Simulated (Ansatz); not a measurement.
# Response to strain in hypothetical cubic perovskite NaZnCl3

The reference is NaZnCl3 in the cubic perovskite structure (space group Pm-3m, No. 221; a = 4.913 Å; a hypothetical phase, not in the database extracts checked). Axes: x, y, z lie along the cube axes.

Strains are applied to the cell and any free atomic positions relax; under biaxial strain the out-of-plane vector relaxes too; under stress the whole cell relaxes.

Levels (all Ansatz, a quantum-chemistry and plane-wave program, PAW): PBE (420 eV, no spin-orbit coupling); r2SCAN (500 eV, no spin-orbit coupling).

The base cell above is that of PBE; each level relaxes its own structures.

```json
[
 {"case": "biaxial strain −1.98 %, plane normal [001], relaxed out of plane", "shift of the gap caused by the change, PBE": "+0.03 eV", "shift of the gap caused by the change, r2SCAN": "-0.04 eV"},
 {"case": "isotropic strain +2.08 %", "shift of the gap caused by the change, PBE": "-0.21 eV", "shift of the gap caused by the change, r2SCAN": "-0.21 eV"},
 {"case": "tensor shear ε_xy = −0.34 %", "shift of the gap caused by the change, PBE": "0.00 eV", "shift of the gap caused by the change, r2SCAN": "-0.01 eV"},
 {"case": "strain tensor (xx, yy, zz, yz, xz, xy) = (+0.10, −2.76, +1.37, −0.19, +0.66, +0.04) %", "shift of the gap caused by the change, PBE": "+0.02 eV", "shift of the gap caused by the change, r2SCAN": "[?]"},
 {"case": "uniaxial stress, 0.5 GPa tension along z", "shift of the gap caused by the change, PBE": "-0.03 eV", "shift of the gap caused by the change, r2SCAN": "[?]"},
 {"case": "tensor shear ε_yz = −3.75 %", "shift of the gap caused by the change, PBE": "-0.21 eV", "shift of the gap caused by the change, r2SCAN": "-0.24 eV"},
 {"case": "tensor shear ε_yz = +3.58 %", "shift of the gap caused by the change, PBE": "-0.19 eV", "shift of the gap caused by the change, r2SCAN": "[?]"}
]
```

Question: Some entries are withheld; estimate them.

Answer: 
- strain tensor (xx, yy, zz, yz, xz, xy) = (+0.10, −2.76, +1.37, −0.19, +0.66, +0.04) %, shift of the gap caused by the change, r2SCAN: -0.04 eV
- uniaxial stress, 0.5 GPa tension along z, shift of the gap caused by the change, r2SCAN: -0.03 eV
- tensor shear ε_yz = +3.58 %, shift of the gap caused by the change, r2SCAN: -0.23 eV

The two levels differ by at most about 0.07 eV. They disagree on the order of uniaxial stress, 0.5 GPa tension along z and biaxial strain −1.98 %, plane normal [001], relaxed out of plane.

Stability under load was not tested beyond the relaxation. Many cubic perovskites are stable only at high temperature; tilts and polar distortions were not tested.
